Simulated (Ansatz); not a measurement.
The reference is Ge (space group I4/mmm, No. 139; a = 6.949 Å, c = 4.011 Å; a hypothetical phase, not in the database extracts checked; relaxed with 0.1 eV smearing). Axes: x, y, z lie along a, b, c of the conventional cell.

All numbers come from DFT with PBEsol, PAW potentials and a 420 eV plane-wave cutoff in Ansatz (a quantum-chemistry and plane-wave program), without spin-orbit coupling.

Base values:

```
Property                           Result
-----------------------------  ----------
Shortest interatomic distance  4.625 bohr
Band gap                             zero
```

The change: biaxial strain +0.26 %, plane normal [001], relaxed out of plane (Cartesian); in-plane vectors clamped, the third vector and the atoms free.

Problem. Estimate the effect on the in-plane stress.

Solution. The mean in-plane stress (compression positive) is -0.3 GPa.

Problem. What happens to the out-of-plane strain?

Solution. The out-of-plane strain comes out as -0.13 %.

Problem. Estimate the effect on the shortest interatomic distance.

Solution. The shortest interatomic distance rises by 0.0041 bohr to 4.630 bohr.

Problem. What happens to the band gap?

Solution. The band gap is still zero.

A biaxial case was relaxed in a doubled cell and then solved in the primitive one. Stability against distortions was not tested.
